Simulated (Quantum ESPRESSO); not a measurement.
Quantum ESPRESSO run on Be₃Fe (P1, 4 atoms in the cell): self-consistent single point.

Computed with LDA (PZ), PSlibrary ultrasoft (LDA) pseudopotentials (plane waves; Quantum ESPRESSO).

```
CELL_PARAMETERS angstrom
      3.23900     0.00000     0.00000
      0.00000     3.23900     0.00000
      0.00000     0.00000     3.23900
ATOMIC_POSITIONS crystal
  Be 0.00634 0.49949 0.49939
  Be 0.49241 0.00658 0.50304
  Be 0.49539 0.50074 0.99352
  Fe 0.00586 0.99318 0.00404
```
Moments meant for the start (each program seeds them in its own way; μB, in the order of the atoms Be Be Be Fe): 0.0 0.0 0.0 4.0.

Reference input (self-consistent single point, DFT, PBEsol, plane waves, PSlibrary ultrasoft (PBE) pseudopotentials): ecutwfc = 55 Ry; ecutrho = 330 Ry; occupations = smearing; smearing = gaussian; degauss = 0.0147 Ry; nspin = 2; input_dft = pbesol; potentials = {Be: Be.pbe-n-rrkjus_psl.1.0.0.UPF, Fe: Fe.pbe-n-rrkjus_psl.1.0.0.UPF}; K_POINTS = automatic 6 6 6 0 0 0; conv_thr = 1e-11 Ry; mixing_beta = 0.4. This run's input differs from it in these lines:

```diff
@@ -19,3 +19,2 @@
     starting_magnetization(2) = 0.500
-    input_dft = 'pbesol'
 /
@@ -26,4 +25,4 @@
 ATOMIC_SPECIES
-Be     9.0122  Be.pbe-n-rrkjus_psl.1.0.0.UPF
-Fe    55.8450  Fe.pbe-n-rrkjus_psl.1.0.0.UPF
+Be     9.0122  Be.pz-n-rrkjus_psl.1.0.0.UPF
+Fe    55.8450  Fe.pz-n-rrkjus_psl.1.0.0.UPF
 ATOMIC_POSITIONS {angstrom}
```

Output, abridged:

```
     Self-consistent Calculation

     iteration #  1     ecut=    55.00 Ry     beta= 0.40

     total energy              =     -68.80265534 Ry
     estimated scf accuracy    <       0.44384044 Ry

     total magnetization       =     2.25 Bohr mag/cell
     absolute magnetization    =     2.46 Bohr mag/cell

     iteration #  2     ecut=    55.00 Ry     beta= 0.40

     total energy              =     -68.80350984 Ry
     estimated scf accuracy    <       2.44887899 Ry

     total magnetization       =     0.80 Bohr mag/cell
     absolute magnetization    =     0.96 Bohr mag/cell

     iteration #  3     ecut=    55.00 Ry     beta= 0.40

   [... lines left out ...]

     iteration # 20     ecut=    55.00 Ry     beta= 0.40

     total energy              =     -69.05751767 Ry
     estimated scf accuracy    <          3.8E-11 Ry

     total magnetization       =     1.38 Bohr mag/cell
     absolute magnetization    =     1.53 Bohr mag/cell

     iteration # 21     ecut=    55.00 Ry     beta= 0.40

     Magnetic moment per site  (integrated on atomic sphere of radius R)
     atom   1 (R=0.286)  charge=  1.1370  magn= -0.0117
     atom   2 (R=0.286)  charge=  1.1373  magn= -0.0116
     atom   3 (R=0.286)  charge=  1.1371  magn= -0.0117
     atom   4 (R=0.286)  charge=  6.1046  magn=  1.3521
     End of self-consistent calculation

     Number of k-points >= 100: set verbosity='high' to print the bands.

     the Fermi energy is     9.5806 ev

!    total energy              =     -69.05751767 Ry
     estimated scf accuracy    <          7.1E-12 Ry
     smearing contrib. (-TS)   =      -0.00243238 Ry
     internal energy E=F+TS    =     -69.05508529 Ry

     total magnetization       =     1.38 Bohr mag/cell
     absolute magnetization    =     1.53 Bohr mag/cell

     convergence has been achieved in  21 iterations

     Forces acting on atoms (cartesian axes, Ry/au):

     atom    1 type  1   force =    -0.00693001   -0.00173496    0.00165735
     atom    2 type  1   force =     0.01226998   -0.00882815   -0.00239743
     atom    3 type  1   force =     0.00897722   -0.00317144    0.00832644
   [... lines left out ...]

     Total force =     0.029986     Total SCF correction =     0.000001

          total   stress  (Ry/bohr**3)                   (kbar)     P=      -84.71
  -0.00057650  -0.00001146   0.00000540          -84.81       -1.69        0.79
  -0.00001146  -0.00057514   0.00000216           -1.69      -84.61        0.32
   0.00000540   0.00000216  -0.00057597            0.79        0.32      -84.73

   JOB DONE.
```

The run converged in 21 iterations. Against the reference run the pressure goes from -3.42 to -8.47 GPa, the largest force goes from 0.579 to 0.546 eV/Å and the size of the net moment goes from 0.38 to 0.34 μB/atom.

The starting cell comes from a database of computed structures (which also holds hypothetical and non-ambient phases and stackings), without a prior relaxation at this level. Its atoms were displaced at random from the sites of space group no. 221. With one magnetic atom in the cell only a parallel order is possible. With a pressure of about -8 GPa the cell is away from its equilibrium volume at this level.

Cost on one core of a shared machine: roughly 80 s.
